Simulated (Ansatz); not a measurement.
Ansatz (a program for electronic structure) run on GaGeTe (R-3m, 6 atoms in the cell): relaxation of cell and atoms.

Computed with PBEsol, default PAW files made with PBE (plane waves; Ansatz).

The change in words: atoms on their sites; basis.ecutwfc: 420 eV → 210 eV; relax: default → cell and atoms. Reference geometry:
```yaml
crystal:
  lattice:
    - [2.02998, 1.17201, 11.96889]
    - [-2.02998, 1.17201, 11.96889]
    - [0.00000, -2.34402, 11.96889]
  atoms:
    - { symbol: Ga, position: [0.25598, 0.25598, 0.25598] }
    - { symbol: Ga, position: [0.74541, 0.74541, 0.74541] }
    - { symbol: Ge, position: [0.32224, 0.32224, 0.32224] }
    - { symbol: Ge, position: [0.67776, 0.67776, 0.67776] }
    - { symbol: Te, position: [0.11363, 0.11363, 0.11363] }
    - { symbol: Te, position: [0.88637, 0.88637, 0.88637] }
```

Reference input (self-consistent single point, DFT, PBEsol, plane waves, default PAW files made with PBE): basis.ecutwfc = 420 eV; kpoints.mp_grid.grid = 3 3 3; hamiltonian.xc = pbesol; hamiltonian.pseudopotentials = {kind: paw} (the program's default PAW files); scf.occupations.method = gaussian; scf.occupations.width = 0.05 eV. This run's input differs from it in these lines:

Ansatz 0.2 input:
```diff
@@ -7,3 +7,3 @@
   atoms:
-    - { symbol: Ga, position: [0.25598200, 0.25598200, 0.25598200] }
+    - { symbol: Ga, position: [0.25459000, 0.25459000, 0.25459000] }
     - { symbol: Ga, position: [0.74541000, 0.74541000, 0.74541000] }
@@ -14,3 +14,3 @@
 basis:
-  ecutwfc: 420.0
+  ecutwfc: 210.0
 kpoints:
@@ -22,2 +22,4 @@
   occupations: { method: gaussian, width: 0.05 }
+relax:
+  cell: {}
 output:
```

Output (repeated stretches shortened):

```
   [... SCF lines of the steps left out ...]
relax step   1: F+E_penalty+E_count = -29763.05790605 eV  Δ(F+E_penalty+E_count) = +0.000e0 eV  max|allowed force component| = 2.397e-1 eV/Å  Δτ_max = 0.0000 Å  P = +1.308 GPa  Ω = 170.855 Å³  (9 SCF iters, dr2 threshold 1.00e-7 eV, accepted)
relax step   2: F+E_penalty+E_count = -29755.71902911 eV  Δ(F+E_penalty+E_count) = +7.339e0 eV  max|allowed force component| = 3.605e-1 eV/Å  Δτ_max = 0.0729 Å  P = -26.836 GPa  Ω = 176.974 Å³  energy of the carried Pulay correction = -6.268e0 eV  [...]
   [... lines left out ...]
relax step 120: F+E_penalty+E_count = -29763.60891173 eV  Δ(F+E_penalty+E_count) = -2.833e-2 eV  max|allowed force component| = 9.148e-3 eV/Å  Δτ_max = 0.0044 Å  P = -0.016 GPa  Ω = 169.604 Å³  energy of the carried Pulay correction = +3.816e-2 eV  [...]
relax step 121: F+E_penalty+E_count = -29763.80528029 eV  Δ(F+E_penalty+E_count) = -1.964e-1 eV  max|allowed force component| = 1.286e-2 eV/Å  Δτ_max = 0.0000 Å  P = -0.473 GPa  Ω = 169.604 Å³  stress off target by 6.74e-1 GPa  SCF on the basis [...]
basis re-selected at this cell: Δ(F+E_penalty+E_count) = -1.964e-1 eV, ΔP = -0.457 GPa vs the last step
   [... lines left out ...]
Free energy (F): -29763.805280 eV
Fermi energy:    7.066196 eV
Error: variable-cell relaxation did not converge after 121 `relax_step` rows, as none of its last 27 fresh-basis SCF(s) at a relaxed cell met both thresholds with a finite energy. The last misses `relax.f_tol` and `relax.cell.stress_tol`: largest allowed force component 1.29e-2 eV/Å (`relax.f_tol` 1.00e-2 eV/Å), stress off the target on the free part of the cell 6.74e-1 GPa (`relax.cell.stress_tol` 5.00e-2 GPa), F+E_penalty+E_count -29763.80528029 eV. The closest is row 39, whose structure comes with this error. Larger ratio of force or stress to its threshold at each such SCF whose figures are numbers: 39.103, 20.618, 17.318, 14.333, 17.456, 15.271, 9.274, 10.139, 15.639, 12.788, [...]
   [... lines left out ...]
to start a new deck from the relaxed geometry:
  cell:  # Å, volume = 171.5904 Å³
    - [2.04790494916491, 1.1823583092085492, 11.810895261311616]
    - [-2.04790494916491, 1.1823583092085492, 11.810895261311616]
    - [-3.6247810214341696e-32, -2.3647171118168333, 11.810895211918632]
  atoms:
    - { symbol: Ga, position: [0.2543708582610586, 0.2543708582610586, 0.2543708582610586] }
    - { symbol: Ga, position: [0.7456291417389412, 0.7456291417389412, 0.7456291417389411] }
    - { symbol: Ge, position: [0.3229900835106345, 0.3229900835106345, 0.32299008351063446] }
    - { symbol: Ge, position: [0.6770099164893655, 0.6770099164893655, 0.6770099164893654] }
    - { symbol: Te, position: [0.11420773326806583, 0.11420773326806583, 0.11420773326806583] }
    - { symbol: Te, position: [0.8857922667319339, 0.8857922667319339, 0.8857922667319337] }
```

The relaxation ended unconverged. 

The starting cell comes from a database of computed structures (which also holds hypothetical and non-ambient phases and stackings), without a prior relaxation at this level. Its lattice was rescaled by up to half a per cent. The cutoff lies below the one recommended for these files.

Cost on one core of a shared machine: roughly 3 min.
